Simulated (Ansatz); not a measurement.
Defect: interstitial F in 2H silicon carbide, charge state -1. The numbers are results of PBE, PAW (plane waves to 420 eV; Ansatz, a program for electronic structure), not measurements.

Settings: 72 host sites, the relaxed PBE lattice, the Γ point alone, smearing 0.01 eV, spin-restricted, no image-charge correction. Energies are static. The host's phase is taken as given; its stability against other phases was not computed. The charge state is imposed; whether it is stable for some Fermi level was not computed. Sites that were not tried may lie lower.

Barriers: single points on a 2×2×2 k-point mesh shifted by half a step along c at the bands' geometries (they differ from the bands' own by up to 0.42 eV, and are uncertain by about as much).

Relaxed starting cell (atoms counted from 1):

```yaml
crystal:
  lattice:
    - [9.27650, 0.00000, 0.00000]
    - [-4.63825, 8.03368, 0.00000]
    - [0.00000, 0.00000, 10.14789]
  atoms:
    - { symbol: Si, position: [0.22365, 0.11172, 0.24865] }
    - { symbol: Si, position: [0.22212, 0.11095, 0.75105] }
    - { symbol: Si, position: [0.22122, 0.44362, 0.25157] }
    - { symbol: Si, position: [0.22292, 0.44702, 0.75313] }
    - { symbol: Si, position: [0.22122, 0.77739, 0.25156] }
    - { symbol: Si, position: [0.22292, 0.77568, 0.75314] }
    - { symbol: Si, position: [0.55497, 0.11110, 0.25014] }
    - { symbol: Si, position: [0.55453, 0.11026, 0.74931] }
    - { symbol: Si, position: [0.55497, 0.44365, 0.25015] }
    - { symbol: Si, position: [0.55453, 0.44405, 0.74931] }
    - { symbol: Si, position: [0.55499, 0.77740, 0.25156] }
    - { symbol: Si, position: [0.55160, 0.77568, 0.75313] }
    - { symbol: Si, position: [0.88690, 0.11171, 0.24865] }
    - { symbol: Si, position: [0.88763, 0.11096, 0.75106] }
    - { symbol: Si, position: [0.88751, 0.44365, 0.25016] }
    - { symbol: Si, position: [0.88834, 0.44406, 0.74931] }
    - { symbol: Si, position: [0.88690, 0.77498, 0.24865] }
    - { symbol: Si, position: [0.88764, 0.77645, 0.75107] }
    - { symbol: Si, position: [0.11056, 0.22229, 0.00051] }
    - { symbol: Si, position: [0.10904, 0.21927, 0.50075] }
    - { symbol: Si, position: [0.11029, 0.55504, 0.00210] }
    - { symbol: Si, position: [0.11090, 0.55535, 0.50045] }
    - { symbol: Si, position: [0.11055, 0.88805, 0.00052] }
    - { symbol: Si, position: [0.10904, 0.88958, 0.50076] }
    - { symbol: Si, position: [0.44454, 0.22216, 0.99926] }
    - { symbol: Si, position: [0.44473, 0.22226, 0.49849] }
    - { symbol: Si, position: [0.44356, 0.55504, 0.00210] }
    - { symbol: Si, position: [0.44327, 0.55535, 0.50044] }
    - { symbol: Si, position: [0.44357, 0.88831, 0.00210] }
    - { symbol: Si, position: [0.44327, 0.88771, 0.50044] }
    - { symbol: Si, position: [0.77645, 0.22216, 0.99927] }
    - { symbol: Si, position: [0.77634, 0.22226, 0.49850] }
    - { symbol: Si, position: [0.77644, 0.55406, 0.99928] }
    - { symbol: Si, position: [0.77634, 0.55388, 0.49850] }
    - { symbol: Si, position: [0.77632, 0.88804, 0.00052] }
    - { symbol: Si, position: [0.77936, 0.88958, 0.50076] }
    - { symbol: C, position: [0.23070, 0.11524, 0.43295] }
    - { symbol: C, position: [0.22185, 0.11082, 0.93985] }
    - { symbol: C, position: [0.22158, 0.44433, 0.43950] }
    - { symbol: C, position: [0.22218, 0.44554, 0.94166] }
    - { symbol: C, position: [0.22158, 0.77704, 0.43950] }
    - { symbol: C, position: [0.22218, 0.77642, 0.94167] }
    - { symbol: C, position: [0.55465, 0.11047, 0.43898] }
    - { symbol: C, position: [0.55440, 0.10997, 0.93798] }
    - { symbol: C, position: [0.55465, 0.44397, 0.43898] }
    - { symbol: C, position: [0.55439, 0.44420, 0.93798] }
    - { symbol: C, position: [0.55430, 0.77704, 0.43950] }
    - { symbol: C, position: [0.55307, 0.77642, 0.94166] }
    - { symbol: C, position: [0.88337, 0.11524, 0.43295] }
    - { symbol: C, position: [0.88778, 0.11082, 0.93986] }
    - { symbol: C, position: [0.88814, 0.44397, 0.43899] }
    - { symbol: C, position: [0.88863, 0.44420, 0.93799] }
    - { symbol: C, position: [0.88337, 0.76793, 0.43295] }
    - { symbol: C, position: [0.88778, 0.77674, 0.93987] }
    - { symbol: C, position: [0.11037, 0.22191, 0.18854] }
    - { symbol: C, position: [0.11450, 0.23022, 0.69438] }
    - { symbol: C, position: [0.10977, 0.55478, 0.18997] }
    - { symbol: C, position: [0.11066, 0.55522, 0.68984] }
    - { symbol: C, position: [0.11037, 0.88825, 0.18854] }
    - { symbol: C, position: [0.11451, 0.88407, 0.69438] }
    - { symbol: C, position: [0.44522, 0.22250, 0.18659] }
    - { symbol: C, position: [0.44400, 0.22189, 0.68835] }
    - { symbol: C, position: [0.44383, 0.55478, 0.18997] }
    - { symbol: C, position: [0.44339, 0.55522, 0.68983] }
    - { symbol: C, position: [0.44383, 0.88884, 0.18997] }
    - { symbol: C, position: [0.44339, 0.88795, 0.68983] }
    - { symbol: C, position: [0.77612, 0.22250, 0.18660] }
    - { symbol: C, position: [0.77670, 0.22190, 0.68836] }
    - { symbol: C, position: [0.77611, 0.55340, 0.18660] }
    - { symbol: C, position: [0.77670, 0.55458, 0.68837] }
    - { symbol: C, position: [0.77670, 0.88825, 0.18853] }
    - { symbol: C, position: [0.76839, 0.88408, 0.69438] }
    - { symbol: F, position: [0.99915, 0.99947, 0.56686] }
```
Cell charge -1.

End state 1 differs by these moves (Å; atoms that move under 0.08 Å are left out):

| atom | element | Δx | Δy | Δz |
|---|---|---|---|---|
| 37 | C | -0.06 | -0.04 | 0.05 |
| 49 | C | 0.06 | -0.04 | 0.05 |
| 53 | C | 0.00 | 0.07 | 0.05 |
| 56 | C | 0.00 | 0.01 | -0.13 |
| 60 | C | 0.01 | 0.00 | -0.13 |
| 72 | C | -0.01 | 0.00 | -0.13 |
| 73 | F | 0.00 | 0.00 | 2.53 |

Problem. What is the computed forward and backward barriers to end state 1 (PBE, PAW)?

Solution. forward 3.09 eV, backward 3.09 eV; at the saddle point atom 73 has neighbours 3 C at 2.03; 3 Si at 1.90 Å. The saddle point's order was not checked, and it lies on a symmetry element of the cell, where a band can be held.
